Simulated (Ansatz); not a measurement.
Results of revPBE (plane waves, PAW; Ansatz, an electronic-structure program) for CsCl-type RuAl.

Run with plane-wave cutoff 520 eV, 22×22×22 k mesh, Fermi–Dirac smearing 0.055 eV (set by the program), no spin polarisation, scalar-relativistic PAW data made under PBE.

Cell (relaxed at this level):

```xyz
2
Lattice="3.0166 0.0000 0.0000 0.0000 3.0166 0.0000 0.0000 0.0000 3.0166" Properties=species:S:1:pos:R:3 pbc="T T T"
Al     1.5083     1.5083     1.5083
Ru     0.0000     0.0000     0.0000
```

### Question
Estimate the polycrystal shear modulus (Hill average), Voigt–Reuss–Hill bulk modulus, elastic constant C12, Young modulus, elastic constant C11 and elastic constant C44 that the calculation returns.

### Answer

- polycrystal shear modulus (Hill average) = 104 GPa
- Voigt–Reuss–Hill bulk modulus = 196 GPa
- elastic constant C12 = 142 GPa
- Young modulus = 266 GPa
- elastic constant C11 = 305 GPa
- elastic constant C44 = 123 GPa

Elastic constants are with the ions relaxed.

Static lattice: no zero-point or thermal effects.

The result took very roughly 2.6 core-minutes.
